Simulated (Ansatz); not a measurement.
Results of LDA (plane waves, PAW; Ansatz, an electronic-structure program) for Ca(OH)₂ (P-3m1, No. 164).

Settings: plane-wave cutoff 520 eV, 12×12×8 k mesh (along the axes of the cell as run), Fermi–Dirac smearing 0.01 eV, scalar-relativistic PAW data made under PBE.

Shape and atoms are relaxed at each volume.

The direct gap at Γ against volume; x = 100 ln(V/9.788 Å³). One gap is withheld.

```json
[
 {"V (Å³/atom)": "9.397", "x": "-4.08", "gap (eV)": "4.538"},
 {"V (Å³/atom)": "9.593", "x": "-2.01", "gap (eV)": "4.441"},
 {"V (Å³/atom)": "9.788", "x": "0.00", "gap (eV)": "4.348"},
 {"V (Å³/atom)": "9.984", "x": "1.98", "gap (eV)": "4.259"},
 {"V (Å³/atom)": "10.180", "x": "3.93", "gap (eV)": "?"}
]
```

Question: Fit a straight line to the rows shown, give the volume deformation potential and predict the withheld gap.

Answer: Means of the 4 rows: x̄ = -1.027, ȳ = 4.3965 eV. Σ(x − x̄)(y − ȳ) = -0.9390 and Σ(x − x̄)² = 20.384, so the slope is -0.0461 eV per unit of x, and dE_g/d ln V = -4.6 eV. At x = 3.93: 4.3965 + (-0.0461) × (3.93 − (-1.027)) = 4.168 eV. The run gives 4.174 eV, 0.006 eV above the line, as the curve bends the same way over all rows.

Note: the relaxation could not lower the start's symmetry, so the cell can be a saddle point above a distorted one; the volume lies 11 % below that of the published cell.
